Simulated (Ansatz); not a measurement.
**Si2N2Se (Cmc2₁, No. 36, 10 atoms in the cell; start mp-1245915)**

Computed with r²SCAN+SOC (plane waves, PAW; Ansatz, a program for electronic structure).

Settings: plane-wave cutoff 560 eV, 6×6×6 k mesh, Fermi–Dirac smearing 0.01 eV, PAW data made under PBE.

Cell (relaxed with PBEsol):

```
N2SeSi2
1.0
    5.37399    -2.79023     0.00000
    5.37399     2.79023     0.00000
    0.00000     0.00000     4.87685
Si Se N
4 2 4
Direct
  0.45822   0.16719   0.90991
  0.54178   0.83281   0.40991
  0.83281   0.54178   0.90991
  0.16719   0.45822   0.40991
  0.21864   0.78136   0.26105
  0.78136   0.21864   0.76105
  0.40613   0.14933   0.25637
  0.59387   0.85067   0.75637
  0.85067   0.59387   0.25637
  0.14933   0.40613   0.75637
```

band gap: 3.28 eV (on the SCF k mesh)

Note: cell and atoms aren't relaxed at this level (largest force component 0.15 eV/Å, pressure -0.7 GPa).

Static lattice: no zero-point or thermal effects.

A start named mp-… is a Materials Project structure, which need not be a measured phase.
